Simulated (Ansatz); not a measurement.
**RbVF₃ in the cubic perovskite structure (space group Pm-3m, No. 221; ferromagnetic)**

```cif
data_F3RbV
_chemical_formula_sum 'Rb1 V1 F3'
_space_group_name_H-M_alt 'P 1'
_space_group_IT_number 1
_cell_length_a 4.18733
_cell_length_b 4.18733
_cell_length_c 4.18733
_cell_angle_alpha 90.000
_cell_angle_beta 90.000
_cell_angle_gamma 90.000
loop_
_space_group_symop_operation_xyz
  'x, y, z'
loop_
_atom_site_label
_atom_site_type_symbol
_atom_site_fract_x
_atom_site_fract_y
_atom_site_fract_z
_atom_site_occupancy
Rb1 Rb 0.00000 0.00000 0.00000 1
V1 V 0.50000 0.50000 0.50000 1
F1 F 0.00000 0.50000 0.50000 1
F2 F 0.50000 0.00000 0.50000 1
F3 F 0.50000 0.50000 0.00000 1
```

Calculations: Ansatz (a program for electronic structure) PBEsol+U (U_eff on d states: V 3.25 eV), no spin-orbit coupling. k-mesh 8×8×8 (Γ-centred); smearing 0.05 eV (Fermi–Dirac).

| Item | Value |
|---|---|
| Volume per atom | 14.68 Å³ |
| Density | 4.37 g/cm³ |
| Band gap | 2.55 eV, indirect, R → Γ |
| Electron mass | 0.46 mₑ |
| Magnetic state | ferromagnetic |
| Total energy | -1701.457 eV/atom (σ→0; compares only within this code and set-up) |

Other magnetic orders, which the real material may have, were not ruled out. Effective masses come from finite differences of ±0.01 Å⁻¹. Whether these cells are dynamically stable was not tested. Many cubic perovskites are stable only at high temperature; tilts and polar distortions were not tested. The U values are a database's picks, fitted on other projectors than the ortho-atomic ones used here.
